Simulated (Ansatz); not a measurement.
Cost and result by functional for the surface energy of the (110) surface of zinc-blende GaSb in its 1x1 cell (cut with top plane Ga + Sb, bottom plane Ga + Sb), outermost plane spacing 2.20 Å in the ideal cut, in Ansatz (plane waves, PAW). Single points on the PBE structure, on one kind of machine; costs are rough ratios of the slab run's core time (references not counted) to the cheapest single point. r2SCAN's cost holds its higher cutoff (500 against 420 eV). Differences are taken against HSE06 for comparison alone: no measured value is at hand, so the table doesn't rank accuracy. HSE06 ran on a coarser k-mesh, which lowers its cost and carries part of its shift.

Set-up: 12 atoms, Ga6Sb6, 11.0 Å thick at the start; mesh 6x4x1; 0.025 eV smearing; dipole correction on; all atoms relaxed; symmetry of the start imposed; no spin, no spin-orbit, no U. These notes are the PBE run's.

| functional | relative cost | surface energy (J/m²) | less HSE06 (J/m²) |
|---|---|---|---|
| LDA | 1 | 0.63 | 0.13 |
| PBEsol | 1 | 0.55 | 0.05 |
| RPBE | 1 | 0.34 | -0.16 |
| r2SCAN | 3 | 0.55 | 0.05 |
| HSE06 | 20 | 0.50 | 0.00 |
| PBE (the relaxed run's value) | – | 0.45 | -0.06 |

The values span 0.29 J/m², while the single points' costs differ by a factor of roughly 20. Differences are of unrounded values.

Ansatz is an electronic-structure program.
